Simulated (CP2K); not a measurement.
Band structure of AlCr2C (P6_3/mmc, 8 atoms in the cell).

```xyz
8
Lattice="2.8251 0.0000 0.0000 -1.4125 2.4466 0.0000 0.0000 0.0000 12.6014" Properties=species:S:1:pos:R:3 pbc="T T T"
Al     1.4126     0.8155     3.1503
Al     0.0000     1.6311     9.4510
Cr     0.0000     1.6311     5.2288
Cr     1.4126     0.8155     7.3726
Cr     1.4126     0.8155    11.5295
Cr     0.0000     1.6311     1.0719
C      0.0000     0.0000     6.3007
C      0.0000     0.0000     0.0000
```

Level of theory: PBE, GPW, DZVP-MOLOPT-SR-GTH basis, GTH-PBE potentials (GTH_POTENTIALS) (CP2K).

Settings: CUTOFF = 600 Ry; REL_CUTOFF = 50 Ry; SMEAR/METHOD = FERMI_DIRAC; ELECTRONIC_TEMPERATURE = 1578.21 K; KPOINTS/SCHEME = MONKHORST-PACK 9 9 2; GAMMA_CENTERED = T; XC_FUNCTIONAL = PBE; Al/BASIS_SET = DZVP-MOLOPT-SR-GTH; Al/POTENTIAL = GTH-PBE-q3; Cr/BASIS_SET = DZVP-MOLOPT-SR-GTH; Cr/POTENTIAL = GTH-PBE-q14; C/BASIS_SET = DZVP-MOLOPT-SR-GTH; C/POTENTIAL = GTH-PBE-q4; METHOD = GPW.

The starting cell comes from a database of computed structures (which also holds hypothetical and non-ambient phases and stackings), without a prior relaxation at this level. Spin polarisation is off. Values carry the incompleteness of an atom-centred basis.

Levels in eV from the Fermi level, bands 31 to 36:
```tsv
point	31	32	33	34	35	36
Γ	-1.07	-1.07	-1.05	-1.05	-0.23	-0.23
M	-2.04	-2.00	0.14	0.29	0.40	0.45
K	-2.27	-2.27	-1.90	-0.81	0.40	0.40
A	-1.06	-1.06	-1.06	-1.06	-0.21	-0.21
L	-2.01	-2.01	0.31	0.31	0.35	0.35
H	-2.11	-2.11	-1.30	-1.30	0.33	0.33
```

Bands cross the Fermi level along this path, so the cell is metallic at this level.

Higher empty bands are left out: an atom-centred basis made for the valence describes them poorly.
